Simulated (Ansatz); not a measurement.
Consider CsSnI$_{3}$ in the cubic perovskite structure (space group Pm-3m, No. 221; a = 6.271 Å).

Method: Ansatz (an electronic-structure program), PBE, PAW, cutoff 420 eV, no SOC.

Strains are applied to the cell and any free atomic positions relax.

One change was made to it. Results:

```tsv
quantity	base	after
energy relative to the base (free energy F)	0 meV/atom	+16 meV/atom
pressure	0.11 GPa	1.47 GPa
```

**Question.** Which of these changes matches the shifts?
A) isotropic strain −1.20 %
B) isotropic strain −0.60 %
C) isotropic strain −2.40 %
D) isotropic strain −3.00 %

**Answer.** C, isotropic strain −2.40 %. For comparison, the energy relative to the base in the other runs: isotropic strain −0.60 % gives +1.4 meV/atom; isotropic strain −3.00 % gives +25 meV/atom; isotropic strain −1.20 % gives +4.5 meV/atom.

Whether these cells are dynamically stable was not tested. All final runs are without spin polarisation. Many cubic perovskites are stable only at high temperature; tilts and polar distortions were not tested.
